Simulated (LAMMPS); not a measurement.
MD of Si (diamond structure) at zero pressure, 1000 atoms, as a liquid; each row is its own run.

Level of theory: classical MD, pair style meam, file library.meam (library.meam-Si) (LAMMPS).

```csv
T (K),volume (Å³/atom)
1180,19.946
1350,19.962
1520,19.985
1860,20.351
2110,20.681
2190,20.806
2360,21.102
2700,21.683
```

Question: Fit a straight line, y = a + b x, to these rows (x is the first column, y the second) and predict the run at x = 1690.

Answer: Least squares gives a = 18.366 and b = 0.001152. At x = 1690 the fit predicts 20.312 Å³/atom. The run itself gave 20.124 ± 0.008 Å³/atom, so the fit is 0.93 % high.

Caution: the potential MEAM library.meam-Si is a first-neighbour MEAM set with a 4 Å cutoff, used here without a parameter file and away from the static properties it was fitted to.

Caution (rows 1180; 1350; 1520): this liquid lies under the measured melting point of 1687 K, so it is undercooled or the potential melts low.

Caution: a run this short can hold a crystal over, or a liquid under, the potential's own melting point, which these runs don't give.
